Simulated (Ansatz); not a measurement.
# Habitual settings against a tight run: ZrS (Fm-3m, 2 atoms in the cell)

Self-consistent single point.

```xyz
2
Lattice="0.0000 2.6235 2.6235 2.6235 0.0000 2.6235 2.6235 2.6235 0.0000" Properties=species:S:1:pos:R:3 pbc="T T T"
Zr     0.0000     0.0000     0.0000
S      2.6235     2.6235     2.6235
```

Computed with r2SCAN, default PAW files made with PBE (plane waves; Ansatz, a program for electronic structure).

Base settings: basis.ecutwfc = 500 eV; kpoints.mp_grid.grid = 14 14 14; hamiltonian.xc = r2scan; hamiltonian.pseudopotentials = {kind: paw} (the program's default PAW files); scf.occupations.method = cold; scf.occupations.width = 0.136 eV.

Tight run (finer mesh or higher cutoff; not a proven limit): basis.ecutwfc: 500 eV → 700 eV; kpoints.mp_grid.grid: 14 14 14 → 19 19 19; scf.convergence.dr2_threshold: default (1e-07 eV) → 1e-09 eV. It gave Fermi level (on the code's own zero) 14.84 eV; pressure -1.80 GPa.

Quick runs, as changes from the base:
- A: the base itself
- B: basis.ecutwfc: 500 eV → 250 eV; kpoints.mp_grid.grid: 14 14 14 → 4 4 4
- C: basis.ecutwfc: 500 eV → 300 eV; kpoints.mp_grid.grid: 14 14 14 → 3 3 3; scf.occupations.method: cold → methfessel_paxton
- D: basis.ecutwfc: 500 eV → 250 eV; kpoints.mp_grid.grid: 14 14 14 → 1 1 1; hamiltonian.xc: r2scan → lda; scf.occupations.method: cold → gaussian; scf.occupations.width: 0.136 eV → 0.2 eV [LDA (PW92)]
- E: basis.ecutwfc: 500 eV → 350 eV; kpoints.mp_grid.grid: 14 14 14 → 4 4 4

Energies are extrapolated to zero smearing width, which holds to low order in the width alone.

Dashes: energy of D, another energy zero; count of D, another kind of functional, whose work the count does not hold.

† marks runs with another functional, U, potentials or spin treatment: their distance from the tight run is not a convergence error alone.

The count of work is k-points × plane waves × bands × iterations; it is no time. 

Pressures in the table are Ansatz's without its Pulay estimate, at a fixed set of plane waves; the tight run's value above holds the estimate.

The starting cell comes from a database of computed structures (which also holds hypothetical and non-ambient phases and stackings), without a prior relaxation at this level.

```
run  energy less tight (meV/atom)  pressure less tight (GPa)  count of work / tight
---  ----------------------------  -------------------------  ---------------------
A                             2.4                      -0.01                   0.26
B                           129.6                      -6.88                 0.0072
C                           133.7                       0.66                 0.0051
D†                              –                      47.94                      –
E                             2.9                      -0.61                  0.012
```

Among the runs at the tight run's level, the energy misses run from 2.4 to 133.7 meV/atom.

Left out of this page: 1 run of the series unsound by tests on forces, stress, charge or solver warnings.

Keys are those of Ansatz 0.2.
